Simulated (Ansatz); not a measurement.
An ideal cubic perovskite cell is held by its symmetry; such compounds can tilt or shift off centre at room temperature. The starting structures come from a database of crystals and need not be the phases stable at ambient conditions.

## Evanescent states of CsSnBr₃ (Pm-3m, cubic perovskite, 5 atoms a cell, 39.8 Å³ an atom) along the normal of (110)

These are PBEsol (plane waves, PAW; Ansatz, a program for electronic structure) values and carry that method's errors.

The gap is the functional's own, uncorrected, and κ follows it; spin-orbit coupling is left out. Mid-gap means the computed energy nearest the middle.

Energies count from the valence-band top; κ is the least over a 6×4 mesh across the current.

```tsv
E (eV)	κ (1/Å)	where
0.03	0.017	off Γ
0.07	0.027	off Γ
0.12	(withheld)	off Γ
0.17	(withheld)	off Γ
0.23	(withheld)	off Γ
0.28	(withheld)	off Γ
0.33	(withheld)	off Γ
0.38	0.023	off Γ
0.42	0.004	off Γ
```

### Question
Some entries are withheld; supply them.

### Answer

- 0.12, κ (1/Å): 0.032
- 0.17, κ (1/Å): 0.034
- 0.23, κ (1/Å): 0.035
- 0.28, κ (1/Å): 0.033
- 0.33, κ (1/Å): 0.030
